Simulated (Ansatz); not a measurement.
Mn_Si in beta Si3N4, relaxed from two starting moments at each charge below.

These are PBE, PAW (plane waves to 420 eV; Ansatz, a program for electronic structure) values and carry that method's errors. Set-up: 84-site cell; 2×2×2 shifted k-points; start: the Si(1,4-fold) site; host gap 4.25 eV; charged states image-corrected; no Hubbard U; energies good to tenths of an eV; flagged in the runs: a host whose relaxation on this sampling wasn't shown to rest.

At charge 0 the runs end with 1.0 and 3.0 μB. The state with 3.0 μB lies 0.15 eV below the one with 1.0 μB.

At charge −2 the runs end with 1.0 and 5.0 μB. The state with 5.0 μB lies 1.67 eV below the one with 1.0 μB.
